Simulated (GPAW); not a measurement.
Equation of state of bcc W (space group 229): energy against volume (GPAW, LDA)

```yaml
crystal:
  lattice:
    - [-1.51855, 1.51855, 1.51855]
    - [1.51855, -1.51855, 1.51855]
    - [1.51855, 1.51855, -1.51855]
  atoms:
    - { symbol: W, position: [0.00000, 0.00000, 0.00000] }
```

Method of the run: LDA (Perdew-Wang 92), GPAW PAW datasets LDA (gpaw-data 1.0.1) (plane waves; GPAW). Settings: mode = pw; ecut = 585 eV; xc = LDA; kpts = 26 26 26; mesh shift (steps) = 0 0 0; occupations.name = fermi-dirac; occupations.width = 0.05 eV; nbands = -5; convergence.density = 1e-05 e/electron; convergence.energy = 1e-05 eV/electron; symmetry.symmorphic = false; symmetry.tolerance = 0.0005; maxiter = 100. The cell above is the first row's. The rows scale it uniformly. In all rows the k mesh is held. E is the free energy at the stated smearing, counted from the lowest row.

```csv
V (Å^3/atom),E (meV/atom)
14.007,?
14.312,83.83
14.616,40.08
14.921,12.65
15.225,0.00
15.530,0.67
15.834,13.35
16.139,36.83
16.443,70.04
```

Fit E of the 8 rows that show it with the third-order Birch-Murnaghan form, a cubic in V^(-2/3). With u = V^(-2/3) - 0.162, the rows have u = 0.007642, 0.005281, 0.002994, 0.000790, -0.001348, -0.003411, -0.005415, -0.007351. Least squares gives E = -1.219 + 461.11·u + 1388525·u² + 973591·u³. Residuals (row less fit): 0.001, -0.004, 0.016, -0.012, -0.010, 0.025, -0.014, 0.003; standard error 0.018 (degrees of freedom: 4). Its minimum lies at u = -0.000166, so V0 = (0.161834)^(-3/2) = 15.36. There d²E/du² = 2776000 and d³E/du³ = 5842000, so B0 = (4/9) × 15.36^(-7/3) × 2776000 × 0.160218 = 337 GPa (the last factor turns the table's units into GPa), and B0' = 4 + (2/3) × 0.161834 × (5842000)/2776000 = 4.2. The program's pressures in the fitted runs (not shown) pass through zero at V = 15.36, 0.01 % from this V0.

Q: What does the fit predict for E at V = 14.007, and how far is the calculated value from it?

A: u = 0.010096, so E = -1.219 + 461.11 × 0.010096 + 1388525 × 0.010096² + 973591 × 0.010096³ = 145.970 meV/atom. The calculation gives 145.53 meV/atom, 0.440 meV/atom below the prediction (0.3 % of the range of E in the table). The row lies outside the fitted rows, so this is an extrapolation. From the scatter of the fitted rows alone, a prediction at this place has a standard error of 0.055 meV/atom, so the miss is 8.1 times that.

Carrying the step between the two nearest rows on in a straight line would have given 127.72, off by 17.81; series whose last step already gives the withheld value aren't shown. The scan was laid around a cell of about the measured size, scaled by a guess for this functional. Spin polarisation is off. Spin-orbit coupling is off. Cutoffs and mesh are single choices, not tested for convergence of this quantity. Series with a scatter that would blur these digits, or in which a gap closes, are not shown. Nor are scans whose minimum lies at an end fitted in this form.

Terms beyond the fitted order, or numerical noise in single rows, can give a miss of this size; the table doesn't tell which.
